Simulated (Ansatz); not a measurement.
Ag on the 1x1 (110) surface of 3C silicon carbide (cut with top plane C + Si), one in a 2x2 cell, energies for each (54.3 Å²). Energies are against an atom of fcc Ag, without zero-point or thermal terms; each row is named by its start. No converged result for: 1 more start.

Host crystal: 3C silicon carbide, with a band gap (PBE, scalar-relativistic without spin-orbit coupling).

The numbers are results of PBE (plane waves to 420 eV, PAW; Ansatz, a program for electronic structure), not measurements.

Set-up: 49 atoms, 7.7 Å thick at the start under the adsorbate (thin: gaps and levels are the slab's own); mesh 3x3x1; 0.01 eV smearing; dipole correction on; 24 atoms held, the rest relaxed; each run with such symmetry as its start has; spin-polarised, no spin-orbit, no U, no dispersion correction.

A negative adsorption energy means that the adsorbate is more stable on the surface than in its reference. Starts that drift may end in the same place. Heights count from the host atoms within 0.3 Å of the top one. Moments of ungapped slabs depend on the mesh.

| starting site | E_ads (eV) | height (Å) | nearest host atom (Å) | bonded to | change of the vacuum step (eV) | lateral drift (Å) | moment (μB) |
|---|---|---|---|---|---|---|---|
| top C | 0.67 | 1.43 | C 2.20 | C + 2 Si | -1.25 | 1.8 | 0.1 |
| over Si at depth 1.5 Å | 0.67 | 1.43 | C 2.20 | C + 2 Si | -1.25 | 0.7 | 0.0 |
| over C at depth 1.5 Å | 0.62 | 1.49 | C 2.46 | 2 C + 2 Si | -1.13 | 0.8 | 0.1 |
| hollow beside Si | 0.62 | 1.49 | C 2.46 | 2 C + 2 Si | -1.12 | 1.4 | 0.1 |
| hollow C-C-Si-Si | 0.62 | 1.48 | C 2.46 | 2 C + 2 Si | -1.12 | 0.0 | 0.1 |
| bridge C-Si (span 3.9 Å) | 0.63 | 1.53 | C 2.27 | C + Si | -1.17 | 0.4 | 0.1 |
